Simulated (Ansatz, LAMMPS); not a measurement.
Ge well of 13 atomic layers along [001] in random Si0.2Ge0.8, interfaces graded over 8 layers. Cell 17.11 × 17.11 × 57.39 Å, Si92Ge628, 720 atoms. Prepared with Tersoff's 1989 multicomponent potential (SiCGe.tersoff) (LAMMPS): minimisation. 

Basis: localised support functions (accuracy medium) on a full density matrix. k-points: zone centre alone; occupations: Fermi-Dirac, 0.010 eV; spin polarisation not allowed. Scalar-relativistic, no spin-orbit coupling.

Problem. Give the gap and bonding at the level PBE, support functions at accuracy medium on the grid of 370 eV run with Ansatz (a quantum-chemistry and plane-wave program).

Solution. 
- electronic character of the cell: no gap resolved at this smearing
- coordination (neighbours within 2.972 Å): 100.0 % 4-fold
- Ge-Ge bonds, mean ± spread: 2.487 ± 0.006 Å
- Ge-Si bonds, mean ± spread: 2.440 ± 0.007 Å
- Si-Si bonds, mean ± spread: 2.390 ± 0.007 Å
- bond angles, mean ± spread: 109.5° ± 0.9°
- pressure: 0.20 GPa
